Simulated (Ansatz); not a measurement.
The structure below was relaxed with Kohn–Sham DFT with the PBE functional, run in Ansatz (a program for electronic structure) with PAW and 420 eV plane waves, no spin-orbit coupling.

Space group P6₃/mmc (No. 194); a = b = 3.231 Å, c = 5.173 Å, α = β = 90.00°, γ = 120.00°

```json
[
 {"atom": "Zr", "site": "2d", "symmetry": "-6m2", "x": "0.6667", "y": "0.3333", "z": "0.2500"}
]
```

Write out a cell with all atoms.


```xyz
2
Lattice="3.2314 0.0000 0.0000 -1.6157 2.7985 0.0000 0.0000 0.0000 5.1731" Properties=species:S:1:pos:R:3 pbc="T T T"
Zr     0.0000     1.8656     3.8798
Zr     1.6157     0.9328     1.2933
```
This is the conventional cell.

Whether these cells are dynamically stable was not tested. The final runs are not spin-polarised. The cell was made from Hf by this change: Hf → Zr.
